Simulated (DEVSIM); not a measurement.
Structure: abrupt Ge n-p junction, at 250 K.

```csv
layer (left to right),material,thickness (μm),Nd (cm⁻³),Na (cm⁻³),τn (s),τp (s)
1,Ge,1.80,1.6e17,-,3.1e-5,3.1e-5
2,Ge,13.0,-,1.6e14,3.1e-5,3.1e-5
```

Left contact: ohmic. Right contact: ohmic. Voltage is applied to the left contact. Recombination: SRH at mid-gap. Mobility is constant in doping.

This is a model device: material constants are rounded textbook-type values typed into the input, and sizes, dopings and lifetimes were drawn at random. Values at 300 K; Nc and Nv go as T^1.5, mobilities as T to minus their exponent, the gap by Varshni's rule with the affinity fixed.

```tsv
parameter	Ge
gap (eV)	0.664
affinity (eV)	4
permittivity	16
Nc (cm⁻³)	1.04e19
Nv (cm⁻³)	6e18
μn (cm²/Vs)	3900
μp (cm²/Vs)	1900
T exponent of μn	1.66
T exponent of μp	2.33
Varshni α (eV/K)	0.000477
Varshni β (K)	235
```

Model (solved in DEVSIM): 1D drift-diffusion, Boltzmann statistics, complete ionisation; no tunnelling, impact ionisation, image-force lowering or self-heating.

### Question
Give the dark forward current.

### Answer

```json
[
 {"V (V)": "-0.05", "J (A/cm²)": "-0.00057"},
 {"V (V)": "-0.10", "J (A/cm²)": "-0.0063"},
 {"V (V)": "-0.15", "J (A/cm²)": "-0.062"},
 {"V (V)": "-0.20", "J (A/cm²)": "-0.56"},
 {"V (V)": "-0.25", "J (A/cm²)": "-3.8"},
 {"V (V)": "-0.30", "J (A/cm²)": "-17"},
 {"V (V)": "-0.35", "J (A/cm²)": "-62"},
 {"V (V)": "-0.40", "J (A/cm²)": "-170"},
 {"V (V)": "-0.45", "J (A/cm²)": "-380"},
 {"V (V)": "-0.50", "J (A/cm²)": "-650"},
 {"V (V)": "-0.55", "J (A/cm²)": "-930"},
 {"V (V)": "-0.60", "J (A/cm²)": "-1200"},
 {"V (V)": "-0.65", "J (A/cm²)": "-1400"},
 {"V (V)": "-0.70", "J (A/cm²)": "-1600"},
 {"V (V)": "-0.75", "J (A/cm²)": "-1800"},
 {"V (V)": "-0.80", "J (A/cm²)": "-1900"},
 {"V (V)": "-0.85", "J (A/cm²)": "-2000"}
]
```
